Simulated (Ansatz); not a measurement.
The reference is Lu in the hcp (Mg type) structure (space group P6_3/mmc, No. 194).

```yaml
crystal:
  lattice:
    - [3.50707, 0.00000, 0.00000]
    - [-1.75353, 3.03721, 0.00000]
    - [0.00000, 0.00000, 5.46215]
  atoms:
    - { symbol: Lu, position: [0.33333, 0.66667, 0.75000] }
    - { symbol: Lu, position: [0.66667, 0.33333, 0.25000] }
```

Computed with PBE in Ansatz (plane waves to 420 eV, PAW, no SOC), earlier PAW set.

For the base:

| Property | Result |
|---|---|
| Volume per atom | 29.09 Å³ |
| Band gap | zero |

The change: every Lu is replaced by Y, then cell and atoms are relaxed.

Tabulated Pauling electronegativity and covalent radius: Lu 1.27, 1.87 Å; Y 1.22, 1.90 Å.

### Question
Estimate the effect on the volume per atom and band gap.

### Answer
The volume per atom grows by 3.77 Å³ (29.09 Å³ → 32.86 Å³); the band gap stays zero.

No phonon test of stability was made. The final runs are not spin-polarised.

Ansatz is an electronic-structure program.
